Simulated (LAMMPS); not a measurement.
System: a symmetric tilt boundary about [001] in CdSe (zinc blende), boundary plane (310).

Model: classical MD, pair style sw, file CdTeZnSeHgS0.sw (LAMMPS).

Σ5, energy 0.78 J/m² at 0 K; heated in steps, 60 ps sampled at each, free outer surfaces; steps at which the grains lost their order are left out.

| T (K) | disordered width (Å) | disordered share in the grains |
|---|---|---|
| 750 | 4.3 | 0.00 |
| 1050 | 4.6 | 0.00 |
| 1200 | 4.6 | 0.00 |
| 1350 | [?] | 0.00 |
| 1455 | [?] | 0.01 |

Some entries are withheld; supply them.


- 1455, disordered width (Å): 4.7
- 1350, disordered width (Å): 4.6
